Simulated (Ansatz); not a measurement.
Quick settings and what they miss: Zn5SeS4 (I-4m2, 10 atoms in the cell)

Self-consistent single point.

```yaml
crystal:
  lattice:
    - [-1.92273, 1.92273, 13.59358]
    - [1.92273, -1.92273, 13.59358]
    - [1.92273, 1.92273, -13.59358]
  atoms:
    - { symbol: Zn, position: [0.30440, 0.30440, 0.00000] }
    - { symbol: Zn, position: [0.69560, 0.69560, 0.00000] }
    - { symbol: Zn, position: [0.09769, 0.09769, 0.00000] }
    - { symbol: Zn, position: [0.90231, 0.90231, 0.00000] }
    - { symbol: Zn, position: [0.50000, 0.50000, 0.00000] }
    - { symbol: Se, position: [0.25000, 0.75000, 0.50000] }
    - { symbol: S, position: [0.64659, 0.14659, 0.50000] }
    - { symbol: S, position: [0.85341, 0.35341, 0.50000] }
    - { symbol: S, position: [0.04885, 0.54885, 0.50000] }
    - { symbol: S, position: [0.45115, 0.95115, 0.50000] }
```

Computed with LDA (PW92), PAW files made with PBE (plane waves; Ansatz, a quantum-chemistry and plane-wave program).

Base settings: basis.ecutwfc = 420 eV; kpoints.mp_grid.grid = 6 6 6; hamiltonian.xc = lda; hamiltonian.pseudopotentials = {kind: paw} (the program's default PAW files); scf.occupations.method = fixed.

Tight run (finer mesh or higher cutoff; not a proven limit): basis.ecutwfc: 420 eV → 590 eV; kpoints.mp_grid.grid: 6 6 6 → 9 9 9; scf.convergence.dr2_threshold: default (1e-07 eV) → 1e-09 eV. It gave top of the valence band (on the code's own zero) 5.87 eV; gap on the k-point mesh 1.64 eV; pressure -3.65 GPa; largest force (vector length) 0.023 eV/Å.

Quick runs, as changes from the base:
- A: the base itself
- B: basis.ecutwfc: 420 eV → 210 eV; kpoints.mp_grid.grid: 6 6 6 → 8 8 8; hamiltonian.xc: lda → pbesol [PBEsol]
- C: basis.ecutwfc: 420 eV → 250 eV; kpoints.mp_grid.grid: 6 6 6 → 1 1 1; scf.occupations.method: fixed → gaussian; scf.occupations.width: default → 0.2 eV
- D: basis.ecutwfc: 420 eV → 335 eV; kpoints.mp_grid.grid: 6 6 6 → 2 2 2; scf.occupations.method: fixed → methfessel_paxton; scf.occupations.width: default → 0.136 eV; scf.convergence.dr2_threshold: default (1e-07 eV) → 0.0001 eV
- E: basis.ecutwfc: 420 eV → 295 eV; kpoints.mp_grid.grid: 6 6 6 → 8 8 8; kpoints.mp_grid.shift: default → 0.5 0.5 0.5; scf.convergence.dr2_threshold: default (1e-07 eV) → 0.0001 eV
- F: basis.ecutwfc: 420 eV → 210 eV; kpoints.mp_grid.grid: 6 6 6 → 4 4 4

Dashes: energy of B, another energy zero; gap of C, left out as unsure on this mesh or at this smearing.

Gaps are read on each run's own mesh, which may miss the band edges.

† marks runs with another functional, U, potentials or spin treatment: their distance from the tight run is not a convergence error alone.

The count of work is k-points × plane waves × bands × iterations; it is no time. 

Pressures in the table are Ansatz's without its Pulay estimate, at a fixed set of plane waves; the tight run's value above holds the estimate.

The starting cell comes from a database of computed structures (which also holds hypothetical and non-ambient phases and stackings), without a prior relaxation at this level. Its lattice was rescaled by a random factor within 2.5 % of one. In the base run, with a pressure of about -4 GPa the cell is away from its equilibrium volume at this level.

| run | energy less tight (meV/atom) | pressure less tight (GPa) | largest miss in a force vector (eV/Å) | gap on the mesh less tight (eV) | count of work / tight |
|---|---|---|---|---|---|
| A | 2.6 | -0.01 | 0.001 | -0.002 | 0.19 |
| B† | – | -110.04 | 0.019 | 0.399 | 0.12 |
| C | 2696.6 | -16.52 | 0.126 | – | 0.0028 |
| D | 230.6 | 1.25 | 0.035 | -0.075 | 0.011 |
| E | 83.1 | -6.05 | 0.018 | 0.053 | 0.13 |
| F | 2802.5 | -112.31 | 0.030 | 0.274 | 0.027 |

Among the runs at the tight run's level, the energy misses run from 2.6 to 2802.5 meV/atom.

Keys are those of Ansatz 0.2.
